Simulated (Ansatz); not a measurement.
Base system: BAs in the zinc blende structure (space group F-43m, No. 216; a = 4.809 Å).

Structures relaxed with PBE (Ansatz, an electronic-structure program), no spin-orbit coupling, earlier PAW set.

Base:

Simulated powder pattern, Cu Kα1, λ = 1.54056 Å (kinematic, ideal powder, no thermal factors, no anomalous dispersion; the 10 strongest lines at most, above 2 %, up to 2θ = 90°):

```
2θ (°)  I/Imax (%)    hkl
------  ----------  -----
32.21          100  (111)
37.37           40  (200)
53.87           40  (220)
64.17           40  (311)
67.40          9.6  (222)
79.68          6.3  (400)
88.55           17  (331)
```

It is then changed as follows: every B is replaced by In, then cell and atoms are relaxed.

Predict the new powder pattern.


Simulated powder pattern, Cu Kα1, λ = 1.54056 Å (kinematic, ideal powder, no thermal factors, no anomalous dispersion; the 10 strongest lines at most, above 2 %, up to 2θ = 90°):

```tsv
2θ (°)	I/Imax (%)	hkl
24.91	100	(111)
28.84	4.1	(200)
41.24	75	(220)
48.78	47	(311)
59.74	12	(400)
65.74	19	(331)
75.17	24	(422)
80.63	14	(511)
89.55	8.0	(440)
```

The indices refer to each structure's own conventional cell; one index is shown for lines that coincide.

Whether these cells are dynamically stable was not tested. The final runs are not spin-polarised.
